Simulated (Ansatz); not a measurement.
Base system: Al in the fcc (Cu type) structure (space group Fm-3m, No. 225).

```cif
data_Al
_chemical_formula_sum 'Al1'
_space_group_name_H-M_alt 'P 1'
_space_group_IT_number 1
_cell_length_a 2.83831
_cell_length_b 2.83831
_cell_length_c 2.83831
_cell_angle_alpha 60.000
_cell_angle_beta 60.000
_cell_angle_gamma 60.000
loop_
_space_group_symop_operation_xyz
  'x, y, z'
loop_
_atom_site_label
_atom_site_type_symbol
_atom_site_fract_x
_atom_site_fract_y
_atom_site_fract_z
_atom_site_occupancy
Al1 Al 0.00000 0.00000 0.00000 1
```

The other end (x = 1) is Cu in the fcc (Cu type) structure (space group Fm-3m, No. 225): 11.31 Å³/atom, gap zero.

The values are results of PBEsol/PAW in Ansatz (a first-principles code), without spin-orbit coupling, earlier PAW set, not measurements.

Cu replaces a fraction x of Al; each row is one arrangement (x, atoms in the cell, starting space group or random), fully relaxed.

One change was made to it. Results:

```tsv
quantity	base	after
mixing energy (to 0.01 eV only: unlike meshes or grids)	–	-0.10 eV/atom
shortest interatomic distance	2.838 Å	2.542 Å
deviation of the volume from the linear (Vegard-type) interpolation	–	-1.5 %
```

Problem. What was done to the base?
A. x(Cu) = 0.75, 4 atoms, Pm-3m
B. x(Cu) = 0.25, 4 atoms, C2/m
C. x(Cu) = 0.333, 3 atoms, P-3m1
D. x(Cu) = 0.5, 4 atoms, Pmmn

Solution. C, x(Cu) = 0.333, 3 atoms, P-3m1. For comparison, the mixing energy in the other runs: x(Cu) = 0.25, 4 atoms, C2/m gives -0.05 eV/atom; x(Cu) = 0.75, 4 atoms, Pm-3m gives -0.19 eV/atom; x(Cu) = 0.5, 4 atoms, Pmmn gives -0.15 eV/atom.

Each cell is one ordered arrangement of few atoms, which overstates ordering effects compared with a random alloy. No phonon test of stability was made. The final runs are not spin-polarised.
